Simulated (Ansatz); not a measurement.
Reference: GaP (F-43m), PBEsol, rigid bands (plane waves, PAW, scalar-relativistic; Ansatz, a first-principles code); axes and stresses refer to this cell.

```
GaP
1.0
    0.00000     2.71922     2.71922
    2.71922     0.00000     2.71922
    2.71922     2.71922     0.00000
Ga P
1 1
Direct
  0.00000   0.00000   0.00000
  0.25000   0.25000   0.25000
```

The Seebeck coefficient, n-type 1e19 cm⁻³ comes out as -332 μV/K and the band gap is 1.45 eV. The electron conductivity mass is 0.34 mₑ.

Problem. Change: spin-orbit coupling switched on. What happens to Seebeck coefficient, n-type 1e19 cm⁻³, band gap, electron conductivity mass?

Solution. Seebeck coefficient, n-type 1e19 cm⁻³ moves little, to -332 μV/K; band gap moves little, to 1.43 eV; electron conductivity mass moves little, to 0.35 mₑ.

Masses are for dilute carriers at 300 K, harmonic means over directions unless an axis is named. Seebeck coefficients are for the stated density at 300 K, with one relaxation time for all states and whether or not that doping can be reached. Spin-orbit coupling is left out unless a row names it.
